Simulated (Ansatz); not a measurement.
Ansatz (a program for electronic structure) is run on Zr3Al (P6_3/mmc, 8 atoms in the cell), and the run fails. The aim is a self-consistent single point with DFT, PBEsol, plane waves, default PAW files made with PBE.

Cell that was meant: a = 6.3544 Å, b = 6.3544 Å, c = 5.1879 Å, α = 90.00°, β = 90.00°, γ = 120.00°.

Part of the input:

Ansatz 0.2 input:
```yaml
# Zr7Al2
crystal:
  lattice:
    - [6.354431, 0.000000, 0.000000]
[...]
    - { symbol: Zr, position: [0.171950, 0.828050, 0.250000] }
    - { symbol: Al, position: [0.666667, 0.333333, 0.250000] }
    - { symbol: Al, position: [0.333333, 0.666667, 0.750000] }
    - { symbol: Zr, position: [0.343900, 0.171950, 0.750000] }
basis:
  ecutwfc: 420.0
kpoints:
```

Output (repeated stretches shortened):

```
Error: atoms 0 (Zr) and 8 (Zr) coincide: fractional positions [0.3439, 0.17195, 0.75] and [0.3439, 0.17195, 0.75] are 0.00e0 Å apart, within the symmetry tolerance 1e-5 (fractional) on every axis — remove the duplicate or separate the sites (indices count the expanded atom list at the failing check: the typed cell's during the `space_group:` round-trip, otherwise the final one with `supercell:` and `defects:` applied)
```

From the messages shown, name the fault and mend the input.

The fault is one atom entered twice; here the program stops on it instead of giving results. To fix it, remove the duplicate atom. The program stopped before any SCF iteration.

The sound input it was made from differs as follows (other fixes are possible):
```diff
-# Zr7Al2
+# Zr3Al
-    - { symbol: Zr, position: [0.343900, 0.171950, 0.750000] }
```

With that input, the run converged in 7 iterations: free energy E − TS (on the zero of these files) -25822.7288 eV; Fermi level (on the code's own zero) 11.70 eV; pressure -9.26 GPa; largest force (vector length) 0.083 eV/Å (DFT, PBEsol, plane waves, default PAW files made with PBE).

On the sound input: the starting cell comes from a database of computed structures (which also holds hypothetical and non-ambient phases and stackings), without a prior relaxation at this level. Its lattice was rescaled by a random factor within 2.5 % of one. With a pressure of about -9 GPa the cell is away from its equilibrium volume at this level. Ansatz's pressure includes its estimate of the finite-basis (Pulay) stress.
